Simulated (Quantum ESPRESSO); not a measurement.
Troubleshooting Quantum ESPRESSO: a failed run on Ru (P6_3/mmc, 4 atoms in the cell). The aim is a zone-centre phonon calculation with DFT, PBE, plane waves, GBRV 1.5 ultrasoft (PBE) pseudopotentials.

The self-consistent step had converged with these keywords: prefix = Ru; ecutwfc = 40 Ry; ecutrho = 320 Ry; occupations = smearing; smearing = marzari-vanderbilt; degauss = 0.0099958 Ry; potentials = {Ru: ru_pbe_v1.2.uspp.F.UPF}; K_POINTS = automatic 16 16 5 0 0 0; conv_thr = 1e-11 Ry. The next shown step is ph.x.

Input:

```fortran
phonons at the zone centre
&inputph
    prefix = 'Ru'
    outdir = './tmp'
    tr2_ph = 1.0d-14
    fildyn = 'dyn.G'
    niter_ph = 3
/
0.0 0.0 0.0
```

The program printed (abridged):

```
     Representation #   1 mode #   1

     Self-consistent Calculation

      iter #   1   av.it.:  11.1
      thresh= 1.000E-02 alpha_mix =  0.700 |ddv_scf|^2 =  6.047E-02

      iter #   2   av.it.:  15.5
      thresh= 1.000E-02 alpha_mix =  0.700 |ddv_scf|^2 =  3.240E+01

      iter #   3   av.it.:  15.4
      thresh= 1.000E-02 alpha_mix =  0.700 |ddv_scf|^2 =  1.313E-02
     End of self-consistent calculation

     No convergence has been achieved
   JOB DONE.
STOP 1
```

**Question.** What is wrong, and how is it fixed?

**Answer.** The fault is an iteration limit that is too low. The loop is cut before its threshold is met, so whatever is printed at the end is not self-consistent. To fix it, raise the limit, or leave it to the default. The run ended unconverged in one of its stages.

On the sound input: the starting cell was generated: these elements placed on a structure prototype, without a prior relaxation; it need not be a known phase or ordering of this composition. Its lattice was rescaled by a random factor within 2.5 % of one. Spin polarisation is off. With a pressure of about -13 GPa the cell is away from its equilibrium volume at this level.
